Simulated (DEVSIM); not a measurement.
Device: Schottky contact on p-type InP, at 300 K.

Layer 1 from the left is InP, thickness (μm) 4.90, Na (cm⁻³) 8.3e16, τn (s) 2.5e-9, τp (s) 2.5e-9.

Left contact: Schottky, work function 5.004 eV, emission velocity 1e7 cm/s. Right contact: ohmic. Voltage is applied to the left contact. Recombination: SRH at mid-gap. Mobility is μmin + (μ − μmin)/(1 + (N/Nref)^α).

The device is made up for the run: typed textbook-type constants, with dimensions and the other settings drawn at random. Values at 300 K.

InP: gap (eV) 1.344, affinity (eV) 4.38, permittivity 12.5, Nc (cm⁻³) 5.7e17, Nv (cm⁻³) 1.1e19, μn (cm²/Vs) 5200, μp (cm²/Vs) 170, μn,min 400, μp,min 10, Nref,n 3e17, Nref,p 4.9e17, αn 0.47, αp 0.62.

Model (solved in DEVSIM): 1D drift-diffusion, Boltzmann statistics, complete ionisation; no tunnelling, impact ionisation, image-force lowering or self-heating. Metal contacts follow the ideal Schottky-Mott rule: no Fermi-level pinning, no interface dipoles.

Dark forward current:

```csv
|V| (V),|J| (A/cm²)
0.05,4.901e-5
0.10,0.0003793
0.15,0.002603
0.20,0.01749
0.25,0.1165
0.30,0.7635
0.35,4.761
0.40,24.61
0.45,83.18
0.50,182.4
0.55,307.1
0.60,446.1
0.65,593.7
0.70,746.9
0.75,904.0
0.80,1064
0.85,1226
0.90,1389
0.95,1554
1.00,1721
1.05,1888
1.10,2055
```

Q: Work out the local ideality factor n = ΔV / (kT/q · ln(J2/J1)) between the rows 0.15 and 0.20 V, 1.05 and 1.10 V.

A: kT/q = 25.85 mV. From 0.15 to 0.20 V: ln(0.01749/0.002603) = 1.905, n = 1.02, near the 1 of diffusion or emission over a barrier. From 1.05 to 1.10 V: ln(2055/1888) = 0.085, n = 22.82; the layers' resistance at their doping, Σ W/(qμN) = 0.00028 Ω cm², would take 47 mV of this step of 50 mV.

Q: Estimate the current at 0.25 V for emission alone, J0 = q v N_band exp(−φB/kT), and read the barrier back from the simulated current.

A: φB = 0.720 eV, N_band = 1.10e19 cm⁻³, J0 = 1.41e-5 A/cm²; J = J0 (exp(qV/kT) − 1) = 0.224 A/cm². The simulation gives 0.117 A/cm²; the estimate lies 92 % above. Read backwards, the simulated current gives an apparent barrier of 0.737 eV. The estimate leaves out transport through the depletion region and minority injection.
